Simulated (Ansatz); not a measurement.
CaO (Fm-3m) under hydrostatic pressure (compression positive): hole conductivity mass by PBE, rigid bands (plane waves, PAW, scalar-relativistic; Ansatz, a quantum-chemistry and plane-wave program). The unloaded cell, whose axes the loads refer to:

```xyz
2
Lattice="0.0000 2.3836 2.3836 2.3836 0.0000 2.3836 2.3836 2.3836 0.0000" Properties=species:S:1:pos:R:3 pbc="T T T"
Ca     0.0000     0.0000     0.0000
O      2.3836     2.3836     2.3836
```

| hydrostatic pressure (compression positive) (GPa) | volume per atom (Å³) | hole conductivity mass (mₑ) |
|---|---|---|
| -6.6 | 14.46 | 1.49 |
| -4.4 | 14.12 | 1.45 |
| -2.2 | 13.81 | 1.41 |
| 0 | 13.54 | 1.37 |
| 2.2 | 13.30 | ? |
| 4.4 | 13.07 | 1.32 |
| 8.8 | 12.68 | 1.26 |
| 13.2 | 12.34 | 1.22 |

**Question.** Fit a straight line to ln(hole conductivity mass) against the load over the rows given, and predict the row at 2.2 GPa.

**Answer.** The means are x̄ = 1.886 GPa and ȳ = 0.3052; Σ(x − x̄)(y − ȳ) = -3.171 and Σ(x − x̄)² = 313.9, so the slope is -1.01 % per GPa, and the rows given lie within 0.94 % of the line. At 2.2 GPa the line gives 1.35 mₑ; the calculation gives 1.34 mₑ, 0.94 % from it.

Masses are for dilute carriers at 300 K, harmonic means over directions unless an axis is named. Spin-orbit coupling is left out. Stresses and pressures are the targets of the relaxation. The structure type is held at every load. Geometry: cell and atoms relaxed with PBEsol.
